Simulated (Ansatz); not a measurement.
Input and output of a self-consistent single point for Ir (Fm-3m, 1 atom in the cell) (Ansatz, a first-principles code).

Method: PBE (plane waves, PAW; Ansatz).

```
Ir
1.0
    0.00000     1.91040     1.91040
    1.91040     0.00000     1.91040
    1.91040     1.91040     0.00000
Ir
1
Cartesian
  0.00000   0.00000   0.00000
```

Reference input (self-consistent single point, DFT, PBE, plane waves, default PAW files): basis.ecutwfc = 420 eV; kpoints.mp_grid.grid = 15 15 15; hamiltonian.xc = pbe; hamiltonian.pseudopotentials = {kind: paw} (the program's default PAW files); scf.occupations.method = gaussian; scf.occupations.width = 0.1 eV. This run's input differs from it in these lines:

Ansatz 0.2 input:
```diff
@@ -10,3 +10,3 @@
 kpoints:
-  mp_grid: { grid: [15, 15, 15] }
+  mp_grid: { grid: [24, 24, 24] }
 hamiltonian:
@@ -15,3 +15,3 @@
 scf:
-  occupations: { method: gaussian, width: 0.1 eV }
+  occupations: { method: cold, width: 0.2 eV }
 output:
```

Output, abridged:

```
SCF iter   1: F=—  HF=-11935.284198 eV  |F-HF|=—  |Δ(HF+E_count)|=         —  Δρ=4.07e-3  dr2=3.82e-4  ethr=1.77e-3  ⟨swp⟩=5.0  Hψ=25705  notcnv=0
all-band conjugate gradients solve this SCF's bands
preconditioner: auto → none
SCF iter   2: F=—  HF=-11935.284786 eV  |F-HF|=—  |Δ(HF+E_count)|=   5.88e-4  S|Δr|=    0.00e0  Δρ=2.09e-3  dr2=8.87e-5  ethr=2.24e-6  ⟨swp⟩=2.0  Hψ=10591  notcnv=0
SCF iter   3: F=—  HF=-11935.285050 eV  |F-HF|=—  |Δ(HF+E_count)|=   2.65e-4  S|Δr|=    0.00e0  Δρ=5.69e-4  dr2=1.88e-5  ethr=5.22e-7  ⟨swp⟩=2.0  Hψ=7191  notcnv=0
SCF iter   4: F=—  HF=-11935.285060 eV  |F-HF|=—  |Δ(HF+E_count)|=   9.54e-6  S|Δr|=    0.00e0  Δρ=7.21e-5  dr2=5.67e-7  ethr=1.11e-7  ⟨swp⟩=2.0  Hψ=7201  notcnv=0
SCF iter   5: F=-11935.285060 eV  HF=-11935.285060 eV  |F-HF|=3.83e-9  |Δ(HF+E_count)|=   1.48e-7  S|Δr|=    0.00e0  Δρ=1.63e-5  dr2=1.68e-8  ethr=5.88e-10  ⟨swp⟩=5.4  Hψ=23053  notcnv=0
SCF 1 converged in 5 iterations: F = -11935.285060 eV  dr2 = 1.68e-8
Stability not checked (fill_not_monotonic)
Free energy (F): -11935.285060 eV
Internal energy: -11935.283161 eV  (E = F + TS)
E sigma→0 (E₀):  -11935.284427 eV
Entropy (-TS):   -0.001899 eV (-1.899 meV/atom)
Fermi energy:    26.305034 eV
--- Forces (eV/Å), atoms counted from 1 ---
  atom   1  Ir    -0.00000000    -0.00000000    -0.00000000
--- Stress (GPa, compression-positive) ---
       14.942512      -0.000000      -0.000000
        0.000000      14.942512      -0.000000
        0.000000      -0.000000      14.942512
  P = ⅓ Tr σ = 14.9425 GPa (149.425 kbar)
  The stress holds the Pulay correction. Without it, at fixed plane waves, as pw.x and ABINIT print it: P = 14.8506 GPa
```

The run converged in 5 iterations. Against the reference run the free energy rises by 8.0 meV/atom and the pressure goes from 14.82 to 14.94 GPa.

The starting cell has typed, rounded lattice constants, without a prior relaxation at this level. Its lattice was rescaled by up to half a per cent. Spin polarisation is off. With a pressure of about 15 GPa the cell is away from its equilibrium volume at this level. Ansatz's pressure includes its estimate of the finite-basis (Pulay) stress.
